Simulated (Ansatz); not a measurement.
The parent structure is CdSe in the wurtzite structure (space group P6_3mc, No. 186; a = 4.302 Å, c = 7.021 Å).

The values are results of PBEsol (Ansatz, a first-principles code, PAW, no SOC), not measurements.

Strains are applied to the cell and any free atomic positions relax.

One change was made to it. Results:

```tsv
quantity	base	after
energy relative to the base (free energy F)	0 meV/atom	+1.5 meV/atom
band gap	0.54 eV	0.58 eV
pressure (mean of the normal stresses, compression positive)	0.00 GPa	0.98 GPa
```

Q: Which change produced these results?
A) isotropic strain −1.20 %
B) isotropic strain −3.00 %
C) isotropic strain −0.60 %
D) isotropic strain −1.80 %
E) isotropic strain −2.40 %

A: C, isotropic strain −0.60 %. For comparison, the energy relative to the base in the other runs: isotropic strain −3.00 % gives +41 meV/atom; isotropic strain −1.20 % gives +6.2 meV/atom; isotropic strain −1.80 % gives +14 meV/atom; isotropic strain −2.40 % gives +26 meV/atom.

Gaps are read on the SCF mesh and a high-symmetry path. Whether these cells are dynamically stable was not tested.
